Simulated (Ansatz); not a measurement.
Consider BN in the wurtzite structure (space group P6_3mc, No. 186; a = 2.555 Å, c = 4.225 Å).

Level of theory: PBE, PAW, 420 eV (Ansatz, a first-principles code; spin-orbit coupling left out).

For the base:

```
Property                       Value
-------------------  ---------------
Smallest direct gap          8.23 eV
Lattice parameter a          2.555 Å
Gap character        indirect, Γ → K
```

Now apply this change: cell and atoms relaxed at a pressure of 0.9 GPa.

Q: Predict the new smallest direct gap.

A: The smallest direct gap rises by 0.012 eV to 8.25 eV.

Q: What does the calculation give for the lattice parameter a after the change?

A: The lattice parameter a shrinks by 0.0021 Å to 2.552 Å.

Q: How does this affect the gap character?

A: The gap character stays indirect, Γ → K.

Load acts through the strain it causes; cell and atoms are relaxed under it. Whether these cells are dynamically stable was not tested.
